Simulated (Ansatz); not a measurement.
Substrate model: Si(111) 1x1 surface, 6 top atoms, 3 bilayers, bottom bilayer H-capped and fixed, every top atom capped by H; cell 11.5 x 6.6 Å; two neighbouring H replaced by OH; about 7 Å thick over the host's atoms, 18 atoms held. Calculation: PBE-D3(BJ) (plane waves to 420 eV, PAW; Ansatz, a first-principles code). k mesh 1 x 2 x 1. The slab states were run without spin polarisation. A thicker slab, a larger cell or a denser mesh can move such energies by a tenth of an eV or more. All energies are electronic energies at 0 K, without vibrations. Each state was relaxed from one prepared geometry.

End state of this step: the surface fragment of SiH2Cl2 exchanges a second ligand with a neighbouring O-H group. Atoms near the product:

```csv
atom,x (Å),y (Å),z (Å)
Si(1),2.037,3.355,9.480
H(14),0.025,0.076,11.049
H(45),-1.932,3.314,11.069
O(48),2.439,3.363,11.130
H(49),1.076,2.856,12.252
Si(a0),3.859,3.390,12.024
Cl(a2),0.147,2.460,13.091
H(a3),3.843,4.640,12.826
H(a4),3.848,2.164,12.862
```

What energy does it take to move HCl into the gas, one a cell, with the surface relaxed behind it, and what are its closest contacts before it leaves?

0.29 eV. Its closest contacts to the rest of the cell: H(49)...O(48) 1.84 Å, H(49)...Si(a0) 2.84 Å, H(49)...H(a4) 2.92 Å.
